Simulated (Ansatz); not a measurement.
```yaml
crystal:
  lattice:
    - [0.00000, 2.42528, 2.42528]
    - [2.42528, 0.00000, 2.42528]
    - [2.42528, 2.42528, 0.00000]
  atoms:
    - { symbol: Y, position: [0.00000, 0.00000, 0.00000] }
    - { symbol: N, position: [0.50000, 0.50000, 0.50000] }
```

Method: r2SCAN with spin-orbit coupling, rigid bands (plane waves, PAW; Ansatz, a program for electronic structure). Condition of this run: hydrostatic pressure 5 GPa (the target of the relaxation). Cell: cell and atoms relaxed with r2SCAN, then loaded as said.

Problem. Predict the hole conductivity mass (n e² τ/σ) at 300 K, by direction if it differs.

Solution. 0.58 mₑ.

Problem. What conductivity effective mass do dilute electrons have at 300 K?

Solution. 0.21 mₑ.

Problem. And the band gap?

Solution. 0.52 eV at this level; semilocal functionals usually fall short of the measured gap.

Rigid bands, one relaxation time for all states, no polarons.
